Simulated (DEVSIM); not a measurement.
Device: Pd/La2O3/p-Si capacitor, at 300 K.

Layer 1 from the left is La2O3, thickness (nm) 5.10. Layer 2 from the left is Si, thickness (nm) 8500, Na (cm⁻³) 4.6e15.

Metal gate on the left, work function 5.2 eV. Fixed charge at the semiconductor interface 0 cm⁻² (in units of +e); no interface traps.

The device is made up for the run: typed textbook-type constants, with dimensions and the other settings drawn at random. Values at 300 K.

La2O3: gap (eV) 5.8, affinity (eV) 1.8, permittivity 27. Si: gap (eV) 1.124, affinity (eV) 4.05, permittivity 11.7, Nc (cm⁻³) 2.86e19, Nv (cm⁻³) 3.1e19.

Task: Estimate by hand the flat-band voltage, the threshold voltage, and compare with a numerical solution.

Result: 
- Flat-band voltage: C = 4.69 μF/cm², work-function difference 0.254 V; VFB = φms − qNf/C = 0.25 V; numerical 0.25 V.
- Threshold voltage: φF = 0.335 V, depletion charge √(4εqNφF) = 3.20e-8 C/cm²; VT = VFB + 2φF + Qd/C = 0.93 V; numerical 0.93 V.

Model (solved in DEVSIM): 1D Poisson equation in equilibrium, Boltzmann statistics, complete ionisation; no quantum confinement or tunnelling. Metal contacts follow the ideal Schottky-Mott rule: no Fermi-level pinning, no interface dipoles.
